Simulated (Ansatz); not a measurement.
What As vacancy, symmetric start does to AlAs

Start from a 16-atom supercell of AlAs in the zinc blende structure (space group F-43m, No. 216; a = 5.728 Å) at its relaxed geometry.

Now apply this change: a neutral As vacancy, symmetric start, atoms relaxed at fixed cell.

Method: PBE (Ansatz, a first-principles code, PAW, scalar-relativistic without spin-orbit coupling). Γ-centred 4×4×4 mesh, Fermi–Dirac width 0.01 eV.

The pressure goes from zero to -1.6 GPa and the energy gained by relaxation is 0.08 eV. The largest displacement of a host atom from its site in the perfect cell is 0.09 Å.

Final structure:

```
Al8As7
1.0
    0.00000     5.72844     5.72844
    5.72844     0.00000     5.72844
    5.72844     5.72844     0.00000
As Al
7 8
Direct
  0.37520   0.37520   0.87480
  0.37520   0.87480   0.37520
  0.37520   0.87480   0.87480
  0.87480   0.37520   0.37520
  0.87480   0.37520   0.87480
  0.87480   0.87480   0.37520
  0.87500   0.87500   0.87500
  0.00014   0.00014   0.00014
  0.00014   0.00014   0.49959
  0.00014   0.49959   0.00014
  0.01347   0.49551   0.49551
  0.49959   0.00014   0.00014
  0.49551   0.01347   0.49551
  0.49551   0.49551   0.01347
  0.49551   0.49551   0.49551
```

Other magnetic orders, which the real material may have, were not ruled out. The cell is small, so the values are those of an ordered compound at a high defect concentration; dilute-limit values will differ. A case with no gap was solved on a k-mesh chosen for an insulator, which is coarse for it. The defect started on the symmetric site and kept its symmetry, so it may sit on a saddle. Seeded moments were not kept for As vacancy. The defect cell is spin-polarised and ends with 0.2 μB, a fractional moment that hangs on the mesh and smearing.
